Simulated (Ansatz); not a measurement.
Results of r²SCAN (plane waves, PAW; Ansatz, an electronic-structure program) for Sn (model structure, started from the beta-W type, Pm-3n, No. 223, 8 atoms in the cell).

Run with plane-wave cutoff 560 eV, 10×10×10 k mesh, Fermi–Dirac smearing 0.05 eV, scalar-relativistic PAW data made under PBE.

Cell (relaxed at this level):

```
CELL_PARAMETERS angstrom
      6.06194     0.00000     0.00000
      0.00000     6.06194     0.00000
      0.00000     0.00000     6.06194
ATOMIC_POSITIONS crystal
  Sn 0.25000 0.00000 0.50000
  Sn 0.75000 0.00000 0.50000
  Sn 0.00000 0.50000 0.25000
  Sn 0.00000 0.50000 0.75000
  Sn 0.50000 0.25000 0.00000
  Sn 0.50000 0.75000 0.00000
  Sn 0.00000 0.00000 0.00000
  Sn 0.50000 0.50000 0.50000
```

What does this level give for the bulk modulus?


- bulk modulus: 48.1 GPa

The run finds no gap.

Note: the bulk modulus is −V dP/dV from two relaxed cells at ±2 % in volume; the relaxation could raise the start's symmetry but not lower it, so the cell can be a saddle point.

Spin–orbit coupling is not included.

Computed values are for the static lattice.

Computing time: about 2.4 core-minutes (a rough figure).

A model structure was made by putting elements into a prototype or built by hand; it is no filed structure, need not be a known phase, and can be a saddle point held by its symmetry.
